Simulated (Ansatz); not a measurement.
The reference is WC (space group P-6m2, No. 187; a = 2.8985 Å, c = 2.8277 Å). Axes: x lies along a and z along c of the hexagonal cell.

Method: PBEsol in Ansatz (plane waves to 420 eV, PAW, no spin-orbit coupling).

Strains are applied to the cell and any free atomic positions relax.

One change was made to it. Results:

```tsv
quantity	base	after
energy relative to the base (free energy F)	0 meV/atom	+0.441 eV/atom
pressure (mean of the normal stresses, compression positive)	0.0 GPa	100.7 GPa
```

Q: Which of these changes matches the shifts?
A. isotropic strain −5.57 %
B. uniaxial strain ε_xx = −2.22 %
C. isotropic strain −2.92 %
D. strain tensor (xx, yy, zz, yz, xz, xy) = (+1.00, −2.23, −0.12, −0.15, −0.63, +0.37) %
E. strain tensor (xx, yy, zz, yz, xz, xy) = (+0.40, +1.19, −1.42, +1.51, −0.97, +0.84) %

A: A, isotropic strain −5.57 %. For comparison, the energy relative to the base in the other runs: isotropic strain −2.92 % gives +111 meV/atom; strain tensor (xx, yy, zz, yz, xz, xy) = (+0.40, +1.19, −1.42, +1.51, −0.97, +0.84) % gives +23 meV/atom; strain tensor (xx, yy, zz, yz, xz, xy) = (+1.00, −2.23, −0.12, −0.15, −0.63, +0.37) % gives +13 meV/atom; uniaxial strain ε_xx = −2.22 % gives +12 meV/atom.

Without a gap, meshes like the base's 18×18×16 leave anisotropic stresses uncertain by several tenths of a GPa, and small strain energies with them. Stability against distortions was not tested. The final runs are not spin-polarised.

Ansatz is a first-principles code.
